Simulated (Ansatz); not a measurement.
Point defect N interstitial started as a split pair with N in wurtzite AlN

Calculation: PBE, PAW (plane waves to 420 eV; Ansatz, a program for electronic structure). The supercell holds 192 host sites (4×2×3 repeats of a cell of 8 atoms), with a 2×2×1 shifted k-point sampling for the final energies. Site at the start: split with N. Charged cells carry a point-charge image correction with potential alignment at far atoms. Dielectric constants: PBE linear response of the host. Host gap at this level: 4.03 eV. A cell of this size leaves errors of a few tenths of an eV. PBE underestimates the host's gap, which shifts levels and can delocalise carriers. Spin–orbit coupling is left out. Each state is the lowest found from its start.

Formation energies E_f are given with the Fermi level at the valence-band maximum. Chemical conditions: Al-rich (Δμ(N) = -2.74 eV; only phases computed here count, gases as isolated molecules at 0 K); N-rich (Δμ(N) = 0.00 eV; only phases computed here count, gases as isolated molecules at 0 K). Reference phases: N: N2 molecule in a box.

The name describes the start; the neighbours show where the atoms ended.

Charges with a result: +3, +2, +1, 0, −1. Others weren't obtained, and one of them could lie lower, also by skipping a charge.

```tsv
charge	moment (μB)	largest move off a lattice site (Å)	neighbours of the last N atom of the defect at the end (Å)	image correction with alignment (eV)	E_f, Al-rich (eV)	E_f, N-rich (eV)	above the lowest spin state (eV)
+3†	not spin-polarised	0.87	N 1.15, Al 1.89, N 2.52, N 2.53, N 2.53	1.63	–	–	0.00
+2†	1.0	0.74	N 1.21, Al 1.89, Al 2.47, Al 2.48, N 2.51, N 2.52	0.77	–	–	0.00
+1	2.0	0.39	N 1.28, Al 1.90, Al 1.93, Al 2.63, N 2.64, Al 2.65	0.22	6.04	3.31	0.00
+1	not spin-polarised	0.46	N 1.30, Al 1.97, Al 1.99, Al 2.03	0.22	6.77	4.03	0.73
0	1.0	0.41	N 1.38, Al 1.86, Al 1.88, Al 2.03	0.00	7.59	4.86	0.00
−1	not spin-polarised	0.35	N 1.51, Al 1.82, Al 1.88, Al 1.88	0.13	9.30	6.56	0.00
```

† Not settled in this cell, so no level is given: charge +3: level within 0.1 eV of a band edge or past it; charge +2: level within 0.1 eV of a band edge or past it.

No other site or start that was run ended lower by more than 0.1 eV.

Transition levels above the valence-band maximum: ε(+1/0) = 1.55 eV; ε(0/−1) = 1.71 eV. On the lower envelope of the bound states, inside the gap: (+1/0) at 1.55 eV; (0/−1) at 1.71 eV.

Flagged in the runs: a host whose relaxation on this sampling wasn't shown to rest, a strain field that reaches the edge of the cell.
